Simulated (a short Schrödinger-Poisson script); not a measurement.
MOS inversion layer, SiO2 on p-type Si(100)

Structure: MOS inversion layer, SiO2 on p-type Si(100), at 300 K.

```
layer  material  thickness (nm)  Na (cm⁻³)
-----  --------  --------------  ---------
1          SiO2             2.6          -
2            Si            1600     2.1e17
```

Constants are typed, rounded textbook-type inputs, not results; the design itself was drawn at random and stands for no fabricated device. SiO2: permittivity 3.9, conduction-band edge (eV) 3.15, gap (eV) 9, electron mass (mₑ) 0.5. Si: permittivity 11.7, conduction-band edge (eV) 0, gap (eV) 1.124, Nv at 300 K (cm⁻³) 3.1e19.

Channel valleys (confinement mass, in-plane density-of-states mass, number): Δ2 0.916, 0.19, 2; Δ4 0.19, 0.417, 4. At the gate the conduction-band edge of layer 1 lies 3.62 eV − eVg above the Fermi level of the channel; the field vanishes at the back. Gaps are held at their typed values at every temperature. Mesh 0.03 nm at interfaces.

From a short Schrödinger-Poisson script (our own, NumPy): 1D Poisson equation in equilibrium, electrons quantum, Hartree (BenDaniel-Duke, 12 states a valley, the channel's in-plane mass for all, wave functions ending at the dielectric), parabolic valleys, classical holes, full ionisation, no traps, pinning or gate leakage.

```csv
Vg (V),electrons (cm⁻²),C (μF/cm²),Δ2 E0 (meV),Δ2 E1 (meV),Δ4 E0 (meV),Δ4 E1 (meV)
0.4,7.37e7,0.139,302.2,347.9,344.3,419.7
0.6,4.74e10,0.309,132.8,182.5,178.6,260.4
0.8,8.38e11,0.910,54.4,110.9,107.0,193.9
1,2.05e12,1.03,26.5,90.4,86.6,177.2
1.2,3.37e12,1.08,9.0,79.7,76.1,169.6
1.4,4.73e12,1.11,-4.4,72.6,69.2,165.0
1.6,6.12e12,1.12,-15.7,67.2,63.9,161.8
1.8,7.53e12,1.14,-25.7,62.8,59.6,159.5
2,8.95e12,1.14,-34.9,59.1,55.9,157.5
```

Gate voltages with under 1e6 electrons/cm² are left out.

Subbands count from the Fermi level.
